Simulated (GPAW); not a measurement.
Input and output of a self-consistent single point for Li3Cu3P2O8 (P1, 16 atoms in the cell) (GPAW)

Level of theory: PBEsol, GPAW PAW datasets PBEsol (made by gpaw-setup) (plane waves; GPAW).

Input as run:

```python
from ase import Atoms
from ase.units import GPa
from gpaw import GPAW, PW

atoms = Atoms(['Li', 'Li', 'Li', 'Cu', 'Cu', 'Cu', 'P', 'P', 'O', 'O', 'O', 'O', 'O', 'O', 'O', 'O'],
              cell=[[5.048421, 0.000000, 0.000000],
                    [-0.015195, 5.434490, 0.000000],
                    [-0.009804, -0.038881, 6.098924]],
              scaled_positions=[[0.495210, 0.154190, 0.000540],
                                [0.993050, 0.327820, 0.753630],
                                [0.992550, 0.846860, 0.499790],
                                [0.504610, 0.657890, 0.741720],
                                [0.498130, 0.657850, 0.259160],
                                [0.993210, 0.337230, 0.242590],
                                [0.999000, 0.833530, 0.995600],
                                [0.495990, 0.171640, 0.505050],
                                [0.882620, 0.096070, 0.986840],
                                [0.304300, 0.847850, 0.998900],
                                [0.909640, 0.683580, 0.791930],
                                [0.384100, 0.303940, 0.710280],
                                [0.801680, 0.166300, 0.512720],
                                [0.378110, 0.909510, 0.501420],
                                [0.405520, 0.300220, 0.291020],
                                [0.904890, 0.705500, 0.208800]],
              pbc=True)

calc = GPAW(mode=PW(900),
            xc='PBEsol',
            kpts={'size': (4, 3, 3), 'gamma': True},
            occupations={'name': 'methfessel-paxton', 'width': 0.01, 'order': 0},
            nbands=-4,
            convergence={'bands': -2},
            symmetry={'symmorphic': False, 'tolerance': 0.0005},
            maxiter=120)

atoms.calc = calc

energy = atoms.get_potential_energy()
print('Energy (eV):', round(energy, 6))
forces = atoms.get_forces()
print('Forces (eV/Ang):')
print(forces.round(5))
stress = atoms.get_stress()
print('Stress (GPa, Voigt):', (stress / GPa).round(4))
```

Output, abridged:

```
Input parameters:
  convergence: {bands: -2}
  kpts: {gamma: True,
         size: (4, 3, 3)}
  maxiter: 120
  mode: {ecut: 900.0000000000001,
         name: pw}
  nbands: -4
  occupations: {name: methfessel-paxton,
                order: 0,
                width: 0.01}
  symmetry: {symmorphic: False,
             tolerance: 0.0005}
  xc: PBEsol

species:
  Li:
    name: Lithium
    Z: 3.0
    valence: 1
    core: 2
    charge: 0.0
    file: Li.PBEsol.gz

    # Using partial waves for Li as LCAO basis

  Cu:
    name: Copper
    Z: 29.0
    valence: 11
    core: 18
    charge: 0.0
    file: Cu.PBEsol.gz

    # Using partial waves for Cu as LCAO basis

  P:
    name: Phosphorus
    Z: 15.0
    valence: 5
    core: 10
    charge: 0.0
    file: P.PBEsol.gz

    # Using partial waves for P as LCAO basis

  O:
    name: Oxygen
    Z: 8.0
    valence: 6
    core: 2
    charge: 0.0
    file: O.PBEsol.gz

    # Using partial waves for O as LCAO basis

Reference energy: -170402.068067  # eV

Spin-paired calculation

Convergence criteria:
 Maximum [total energy] change in last 3 cyles: 0.0005 eV / valence electron
 Maximum integral of absolute [dens]ity change: 0.0001 electrons / valence electron
 Maximum integral of absolute [eigenst]ate change: 4e-08 eV^2 / valence electron
 Maximum number of scf [iter]ations: 120

Symmetries present (total): 1
Symmetries with fractional translations: 0
36 k-points: 4 x 3 x 3 Monkhorst-Pack grid + [1/8,0.000000,0.000000]
19 k-points in the irreducible part of the Brillouin zone
       k-points in crystal coordinates                weights
   0:     0.00000000    0.00000000    0.00000000          1/36
   1:     0.00000000    0.00000000    0.33333333          2/36
   2:     0.00000000    0.33333333   -0.33333333          2/36
   3:     0.00000000    0.33333333    0.00000000          2/36
   4:     0.00000000    0.33333333    0.33333333          2/36
   5:     0.25000000   -0.33333333   -0.33333333          2/36
   6:     0.25000000   -0.33333333    0.00000000          2/36
   7:     0.25000000   -0.33333333    0.33333333          2/36
   8:     0.25000000    0.00000000   -0.33333333          2/36
   9:     0.25000000    0.00000000    0.00000000          2/36
          ...
  18:     0.50000000    0.33333333    0.33333333          2/36

Wave functions: Plane wave expansion
  Cutoff energy: 900.000 eV
  Number of coefficients (min, max): 10228, 10274
  Pulay-stress correction: 0.000000 eV/Ang^3 (de/decut=0.000000)

Occupation numbers: Methfessel-Paxton:
  width: 0.0100  # eV
  order: 0

Eigensolver

Densities:
  Coarse grid: 35*40*45 grid
  Fine grid: 70*80*90 grid
  Total Charge: 0.000000

Density mixing:
  Method: separate
  Backend: pulay
  Linear mixing parameter: 0.05
  old densities: 5
  Damping of long wavelength oscillations: 50

Hamiltonian:
  XC and Coulomb potentials evaluated on a 70*80*90 grid
  External potential:
    NoExternalPotential

XC parameters: PBEsol with 2 nearest neighbor stencil

Number of atoms: 16
Number of atomic orbitals: 79
Number of bands in calculation: 51
Number of valence electrons: 94
Bands to converge: 49

Density initialized from atomic densities
  51 bands from LCAO basis set

Atomic positions and initial magnetic moments

Positions:
   0 Li     2.497680    0.837923    0.003293    ( 0.0000,  0.0000,  0.0000)
   1 Li     5.000965    1.752233    4.596332    ( 0.0000,  0.0000,  0.0000)
   2 Li     4.993042    4.582820    3.048181    ( 0.0000,  0.0000,  0.0000)
   3 Cu     2.530215    3.546458    4.523694    ( 0.0000,  0.0000,  0.0000)
   4 Cu     2.502233    3.565003    1.580597    ( 0.0000,  0.0000,  0.0000)
   5 Cu     5.006640    1.823241    1.479538    ( 0.0000,  0.0000,  0.0000)
   6 P      5.020946    4.491101    6.072089    ( 0.0000,  0.0000,  0.0000)
   7 P      2.496407    0.913139    3.080262    ( 0.0000,  0.0000,  0.0000)
   8 O      4.444703    0.483722    6.018662    ( 0.0000,  0.0000,  0.0000)
   9 O      1.513558    4.568794    6.092215    ( 0.0000,  0.0000,  0.0000)
  10 O      4.574095    3.684118    4.829921    ( 0.0000,  0.0000,  0.0000)
  11 O      1.927517    1.624142    4.331944    ( 0.0000,  0.0000,  0.0000)
  12 O      4.039665    0.883821    3.127040    ( 0.0000,  0.0000,  0.0000)
  13 O      1.890123    4.923227    3.058122    ( 0.0000,  0.0000,  0.0000)
  14 O      2.039821    1.620227    1.774909    ( 0.0000,  0.0000,  0.0000)
  15 O      4.555499    3.825914    1.273455    ( 0.0000,  0.0000,  0.0000)

Unit cell:
           periodic     x           y           z      points  spacing
  1. axis:    yes    5.048421    0.000000    0.000000    35     0.1442
  2. axis:    yes   -0.015195    5.434490    0.000000    40     0.1359
  3. axis:    yes   -0.009804   -0.038881    6.098924    45     0.1355

  Lengths:   5.048421   5.434511   6.099056
  Angles:   90.365000  90.092101  90.160200

Effective grid spacing dv^(1/3) = 0.1385

     iter     time        total  log10-change:
                         energy   eigst   dens
iter:   1 --:--:--  -111.272773   +0.65
iter:   2 --:--:--  -108.121355   -0.85  -0.97
iter:   3 --:--:--  -101.797910   -0.24  -1.02
iter:   4 --:--:--  -101.569488   -0.59  -1.24
iter:   5 --:--:--  -102.028377   -0.53  -1.38
iter:   6 --:--:--  -102.333275   -1.40  -1.64
iter:   7 --:--:--  -101.605268   -0.55  -1.76
iter:   8 --:--:--  -101.127564   -1.44  -2.03
iter:   9 --:--:--  -101.118274   -2.44  -2.49
iter:  10 --:--:--  -101.120227c  -3.28  -2.54
iter:  11 --:--:--  -101.136971c  -2.19  -2.61
iter:  12 --:--:--  -101.113371c  -2.93  -2.70
iter:  13 --:--:--  -101.111933c  -3.31  -2.88
iter:  14 --:--:--  -101.112126c  -3.75  -3.12
iter:  15 --:--:--  -101.111485c  -4.05  -3.23
iter:  16 --:--:--  -101.111395c  -4.65  -3.56
iter:  17 --:--:--  -101.111318c  -4.48  -3.58
iter:  18 --:--:--  -101.111297c  -5.15  -3.71
iter:  19 --:--:--  -101.111278c  -5.06  -3.87
iter:  20 --:--:--  -101.111274c  -5.24  -3.91
iter:  21 --:--:--  -101.111258c  -5.79  -4.18c
iter:  22 --:--:--  -101.111257c  -6.61  -4.28c
iter:  23 --:--:--  -101.111257c  -7.11  -4.41c
iter:  24 --:--:--  -101.111257c  -6.68  -4.50c
iter:  25 --:--:--  -101.111258c  -6.52  -4.59c
iter:  26 --:--:--  -101.111256c  -7.01  -4.65c
iter:  27 --:--:--  -101.111256c  -7.16  -4.79c
iter:  28 --:--:--  -101.111256c  -7.60c -4.94c

Converged after 28 iterations.

Dipole moment: (9.021841, 0.758661, 5.597278) |e|*Ang

Energy contributions relative to reference atoms: (reference = -170402.068067)

Kinetic:       +108.177391
Potential:     -103.200378
External:        +0.000000
XC:            -107.818546
Entropy (-ST):   -0.000000
Local:           +1.730278
SIC:             +0.000000
--------------------------
Free energy:   -101.111256
Extrapolated:  -101.111256

Showing only first 2 kpts
 Kpt  Band  Eigenvalues  Occupancy
  0    45      5.23440    2.00000
  0    46      5.40582    2.00000
  0    47      6.26654    0.00000
  0    48      9.68140    0.00000

  1    45      5.24873    2.00000
  1    46      5.39022    2.00000
  1    47      6.95079    0.00000
  1    48      8.51054    0.00000

Fermi level: 6.12267

Gap: 0.861 eV
Transition (v -> c):
  (s=0, k=0, n=46, [0.00, 0.00, 0.00]) -> (s=0, k=0, n=47, [0.00, 0.00, 0.00])
No difference between direct/indirect transitions
Energy (eV): -101.111256

Forces in eV/Ang:
  0 Li    0.02759    0.07235   -0.01484
  1 Li   -0.00938    0.04628   -0.00134
  2 Li   -0.02186   -0.03116    0.01736
  3 Cu    0.11500   -0.07333   -0.01078
  4 Cu    0.03060   -0.09340    0.02634
  5 Cu   -0.03910    0.10627   -0.01080
  6 P     0.06407   -0.02955    0.03138
  7 P     0.20760    0.15632    0.01241
  8 O    -0.29988    0.80297    0.07722
  9 O     0.83489   -0.01450    0.01270
 10 O    -0.27808   -0.37346   -0.72612
 11 O    -0.31226    0.38837    0.70270
 12 O     0.72512   -0.02751   -0.09062
 13 O    -0.36345   -0.86740   -0.01682
 14 O    -0.40105    0.36704   -0.75311
 15 O    -0.27937   -0.42895    0.74390

Stress tensor:
    -0.016232    -0.001350    -0.000006
    -0.001350    -0.018243     0.000339
    -0.000006     0.000339    -0.014743
Stress (GPa, Voigt): [-2.6007e+00 -2.9229e+00 -2.3621e+00  5.4300e-02 -9.0000e-04 -2.1630e-01]
```

The run converged in 28 iterations. GPAW prints stress with tension positive.

At such cutoffs GPAW's stress carries a finite-basis (Pulay) error, which enters relaxed cells too; its log prints stress with tension positive.

The starting cell comes from a database of computed structures (which also holds hypothetical and non-ambient phases and stackings), without a prior relaxation at this level. Its lattice was rescaled by a random factor within 2.5 % of one.

Cost on one core of a shared machine: roughly 9 min.
